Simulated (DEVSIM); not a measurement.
System: Co/SiON/p-Si capacitor, at 400 K.

```tsv
layer (left to right)	material	thickness (nm)	Na (cm⁻³)
1	SiON	11.0	-
2	Si	14000	1.6e15
```

Metal gate on the left, work function 5 eV. Fixed charge at the semiconductor interface 0 cm⁻² (in units of +e); no interface traps.

Constants are typed, rounded textbook-type inputs, not results; the design itself was drawn at random and stands for no fabricated device. Values at 300 K; Nc and Nv go as T^1.5, mobilities as T to minus their exponent, the gap by Varshni's rule with the affinity fixed.

| parameter | SiON | Si |
|---|---|---|
| gap (eV) | 7 | 1.124 |
| affinity (eV) | 1.4 | 4.05 |
| permittivity | 5.5 | 11.7 |
| Nc (cm⁻³) | - | 2.86e19 |
| Nv (cm⁻³) | - | 3.1e19 |
| Varshni α (eV/K) | - | 0.000473 |
| Varshni β (K) | - | 636 |

DEVSIM, 1D Poisson equation in equilibrium, Boltzmann statistics, complete ionisation; no quantum confinement or tunnelling. Metal contacts follow the ideal Schottky-Mott rule: no Fermi-level pinning, no interface dipoles.

The substrate doping was swept, all else fixed.

| substrate doping (cm^-3) | flat-band voltage (V) | threshold voltage (band bending 2φF) (V) | minimum of the low-frequency capacitance (μF/cm²) |
|---|---|---|---|
| 8e13 | 0.31 | 0.50 | 0.0104 |
| 1.6e14 | 0.29 | 0.53 | 0.0122 |
| 3.2e14 | 0.26 | (withheld) | (withheld) |
| 8e14 | 0.23 | 0.60 | 0.0179 |
| 1.6e15 | 0.21 | 0.63 | 0.0232 |
| 3.2e15 | 0.18 | 0.67 | 0.0300 |

Task: Complete the blanks.

Result: 
- 3.2e14, threshold voltage (band bending 2φF) (V): 0.55
- 3.2e14, minimum of the low-frequency capacitance (μF/cm²): 0.0137
